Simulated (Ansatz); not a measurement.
Base system: SbP in the rock salt structure (space group Fm-3m, No. 225; a = 5.6341 Å; a hypothetical phase, not in the database extracts checked; relaxed with 0.1 eV smearing). Axes: x, y, z lie along the cube axes.

The values are results of PBE, PAW, 420 eV (Ansatz, a first-principles code; no SOC), not measurements.

A first run, uniaxial strain ε_xx = −1.29 %, gives secant values C11 ≈ 190 GPa and C12 ≈ 22 GPa from its stress. A second run applies isotropic strain +2.63 %.

### Question
What does linear elasticity predict for the bulk modulus −ΔP/(ΔV/V₀) in the second run, and what does the run give?

### Answer
Linear elasticity: (C11 + 2 C12)/3 = 78 GPa. The run gives 61 GPa; any difference comes from nonlinear terms at these strains and numerical noise.

Stability against distortions was not tested. All final runs are without spin polarisation.
